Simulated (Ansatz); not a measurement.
Base system: SiC in the wurtzite structure (space group P6_3mc, No. 186; a = 3.0564 Å, c = 5.0158 Å). Axes: x lies along a and z along c of the hexagonal cell.

The values are results of LDA (Ansatz, a quantum-chemistry and plane-wave program; PAW; 420 eV plane waves; spin-orbit coupling left out), not measurements.

Strains are applied to the cell and any free atomic positions relax; under biaxial strain the out-of-plane vector relaxes too.

One change was made to it. Results:

```json
[
 {"quantity": "band gap", "base": "2.13 eV", "after": "2.05 eV"},
 {"quantity": "shortest interatomic distance", "base": "3.536 bohr", "after": "3.521 bohr"},
 {"quantity": "valence-band top at Γ (three highest levels, from the VBM)", "base": "0.00, 0.00, -0.11 eV", "after": "0.00, 0.00, -0.19 eV"}
]
```

Question: Name the change that was made.
A) biaxial strain −3.00 %, plane normal [001], relaxed out of plane
B) biaxial strain −0.60 %, plane normal [001], relaxed out of plane
C) biaxial strain −1.20 %, plane normal [001], relaxed out of plane
D) biaxial strain −2.40 %, plane normal [001], relaxed out of plane
E) biaxial strain −1.80 %, plane normal [001], relaxed out of plane

Answer: B, biaxial strain −0.60 %, plane normal [001], relaxed out of plane. For comparison, the band gap in the other runs: biaxial strain −2.40 %, plane normal [001], relaxed out of plane gives 1.79 eV; biaxial strain −3.00 %, plane normal [001], relaxed out of plane gives 1.70 eV; biaxial strain −1.80 %, plane normal [001], relaxed out of plane gives 1.88 eV; biaxial strain −1.20 %, plane normal [001], relaxed out of plane gives 1.97 eV.

No phonon test of stability was made.
